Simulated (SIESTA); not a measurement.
A self-consistent single point of GaP (F-43m, 2 atoms in the cell) with SIESTA.

Computed with GGA PBE, numerical atomic orbitals TZP, PseudoDojo PBE standard norm-conserving potentials (rewritten from UPF to PSML) in SIESTA.

The change in words: lattice scaled by 0.98. Reference geometry:
```xyz
2
Lattice="0.0000 2.7250 2.7250 2.7250 0.0000 2.7250 2.7250 2.7250 0.0000" Properties=species:S:1:pos:R:3 pbc="T T T"
Ga     0.0000     0.0000     0.0000
P      1.3625     1.3625     1.3625
```

Reference input (self-consistent single point, DFT, GGA PBE, numerical atomic orbitals TZP, PseudoDojo PBE standard norm-conserving potentials (rewritten from UPF to PSML)): XC.functional = GGA; XC.authors = PBE; potentials = PseudoDojo PBE standard; PAO.BasisSize = TZP; PAO.EnergyShift = 0.01 Ry; MeshCutoff = 350 Ry; kgrid.MonkhorstPack = 5 5 5; OccupationFunction = FD; ElectronicTemperature = 10 meV; MaxSCFIterations = 150; SCF.Mixer.Method = Pulay; SCF.Mixer.Weight = 0.1. This run's input differs from it in these lines:

```diff
@@ -10,7 +10,7 @@
 %endblock ChemicalSpeciesLabel
-LatticeConstant              3.853732 Ang
+LatticeConstant              3.776657 Ang
 %block LatticeVectors
-     0.000000000    0.707106773    0.707106773
-     0.707106773    0.000000000    0.707106773
-     0.707106773    0.707106773    0.000000000
+     0.000000000    0.707106841    0.707106841
+     0.707106841    0.000000000    0.707106841
+     0.707106841    0.707106841    0.000000000
 %endblock LatticeVectors
```

The program printed (abridged):

```
        iscf     Eharris(eV)        E_KS(eV)     FreeEng(eV)     dDmax    Ef(eV) dHmax(eV)
   scf:    1    -2266.860651    -2268.735547    -2268.735547  1.717293 -3.790737  4.341243
   scf:    2    -2269.003196    -2268.873143    -2268.873143  0.028347 -3.732946  3.580123
   scf:    3    -2269.238743    -2269.116752    -2269.116752  0.107085 -3.771108  0.451769
   scf:    4    -2269.122614    -2269.120536    -2269.120536  0.032292 -3.654382  0.303009
   scf:    5    -2269.115842    -2269.119010    -2269.119010  0.022543 -3.813852  0.463127
   scf:    6    -2269.123339    -2269.121468    -2269.121468  0.019860 -4.113090  0.009865
   scf:    7    -2269.121464    -2269.121466    -2269.121466  0.000480 -4.100553  0.011001
   scf:    8    -2269.121470    -2269.121469    -2269.121469  0.000256 -4.106334  0.000234
   scf:    9    -2269.121469    -2269.121469    -2269.121469  0.000006 -4.106420  0.000086
SCF Convergence by DM+H criterion
max |DM_out - DM_in|         :     0.0000063543
max |H_out - H_in|      (eV) :     0.0000860700
SCF cycle converged after 9 iterations

Using DM_out to compute the final energy and forces

siesta: E_KS(eV) =            -2269.1215

siesta: E_KS - E_eggbox =     -2269.1215

siesta: Atomic forces (eV/Ang):
     1    0.000730    0.000730    0.000730
     2   -0.000732   -0.000732   -0.000732
   Tot   -0.000002   -0.000002   -0.000002
   Max    0.000732
   Res    0.000731    sqrt( Sum f_i^2 / 3N )
   Max    0.000732    constrained

Stress tensor Voigt[x,y,z,yz,xz,xy] (kbar):      -83.59      -83.59      -83.59       -0.45       -0.45       -0.45
(Free)E + p*V (eV/cell)    -2267.1343
Target enthalpy (eV/cell)    -2269.1215

siesta: Program's energy decomposition (eV):
siesta: FreeEng =     -2269.121469

   [... lines left out ...]
siesta:    -0.052172   -0.000280   -0.000280
siesta:    -0.000280   -0.052172   -0.000280
siesta:    -0.000280   -0.000280   -0.052172

siesta: Cell volume =         38.089717 Ang**3

siesta: Pressure (static):
siesta:                Solid            Molecule  Units
siesta:           0.00056822          0.00056850  Ry/Bohr**3
siesta:           0.05217190          0.05219751  eV/Ang**3
siesta:          83.58859140         83.62963372  kBar
```

The run converged in 9 iterations. Against the reference run the free energy rises by 35.9 meV/atom, the pressure goes from 1.75 to 8.36 GPa, the largest force stays at 0.001 eV/Å and the gap on the mesh goes from 1.567 to 1.458 eV.

The starting cell has typed, rounded lattice constants, without a prior relaxation at this level. For this run, on top of that: lattice scaled by 0.98. Values carry the incompleteness of an atom-centred basis. With a pressure of about 8 GPa the cell is away from its equilibrium volume at this level.
